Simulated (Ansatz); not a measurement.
CuS (F-43m), Ansatz (a program for electronic structure) with PBEsol, DFPT electron-phonon coupling, linearised Boltzmann equation: phonon-limited resistivity 17.2 μΩ·cm at 300 K, current-weighted mean free path 5.0 nm, Drude plasma energy 5.95 eV.

Question: Estimate the resistivity of a 40 nm square wire with diffuse walls from ρ ≈ ρ₀(1 + 3ℓ/4d).

Answer: 1 + 0.75 × 5.0/40 = 1.09, so ρ ≈ 18.8 μΩ·cm and a line 1 μm long has 118 Ω. The formula is the free-electron limit for d well above ℓ; grain boundaries add to it.

Question: What is the classical skin depth at 1 GHz (nonmagnetic, μ₀ = 1.257×10⁻⁶ H/m)?

Answer: δ = √(ρ/(π f μ₀)) = 6600 nm.

Question: What Drude relaxation time do resistivity and plasma energy imply?

Answer: ω_p = 9.04e15 s⁻¹, so τ = 1/(ε₀ ω_p² ρ) = 8.04 fs, a damping ħ/τ of 81.9 meV.

A metal at this level (no band gap). Only scattering by harmonic phonons is included (no impurities, grain boundaries, electron-electron scattering or thermal expansion). Spin-orbit coupling is left out. Halving the electron mesh (28x28x28) moves the resistivity by up to 5 % at 300 K, the mean free path by up to 3 %. Smearing 0.20 eV; phonons on a 5x5x5 q mesh, which this run doesn't test.

Computed structure with no diffraction record at hand here (it may be known, metastable or hypothetical): CuS (F-43m).
